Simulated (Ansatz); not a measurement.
Level of theory: PBE (plane waves to 420 eV, PAW; Ansatz, a first-principles code).

Electrostatic potential energy of an electron, averaged over planes parallel to the surface, in eV from the Fermi level, for CO on the 1x1 (110) surface of bcc Mo, one in a 2x2 cell, started at the site 'hollow Mo-Mo-Mo':

(z (Å), V (eV)): (5.49, 4.55); (5.78, 4.54); (6.07, 4.54); (6.36, 4.53); (6.64, 4.51); (6.93, 4.47); (7.22, 4.38); (7.51, 4.22); (7.80, 3.89); (8.09, 3.26); (8.38, 2.02); (8.67, -0.41); (8.96, -5.93); (9.24, -14.58); (9.53, -21.59); (9.82, -22.84); (10.11, -17.67); (10.40, -9.26); (10.69, -3.50); (10.98, -4.32); (11.27, -11.28); (11.56, -19.59); (11.84, -23.59); (12.13, -20.85); (12.42, -12.97); (12.71, -4.99); (13.00, -2.09); (13.29, -5.03); (13.58, -13.01); (13.87, -20.85); (14.16, -23.53); (14.44, -19.49); (14.73, -11.14); (15.02, -4.12); (15.31, -3.12); (15.60, -8.50); (15.89, -16.94); (16.18, -22.57); (16.47, -21.95); (16.76, -15.41); (17.04, -6.82); (17.33, -1.25); (17.62, 0.22); (17.91, 0.17); (18.20, 0.85); (18.49, 2.20); (18.78, 2.38); (19.07, 2.29); (19.36, 3.06); (19.64, 4.37); (19.93, 5.19); (20.22, 5.36); (20.51, 5.42); (20.80, 5.44); (21.09, 5.44); (21.38, 5.45); (21.67, 5.45); (21.96, 5.45); (22.24, 5.45); (22.53, 5.45); (22.82, 5.45); (23.11, 5.45); (23.40, 5.45)

Set-up: 18 atoms, 6.5 Å thick at the start under the adsorbate (thin: gaps and levels are the slab's own); mesh 6x6x1; 0.1 eV smearing; dipole correction on; 8 atoms held, the rest relaxed; start symmetry kept, larger cells not searched; no spin, no spin-orbit, no U, no dispersion correction. At the end it is bonded to 3 Mo. In PBE it is, or lies within 0.03 eV of, the lowest of the starts that converged.

Task: The surface cell has an area of 28.26 Å². What dipole along the normal does the step between the two vacuum levels imply?

Result: the top vacuum level lies 0.90 eV above the bottom one; p = −ε₀ A ΔV (ε₀ = 0.005526 e/(V·Å)) gives -0.14 e·Å a cell.
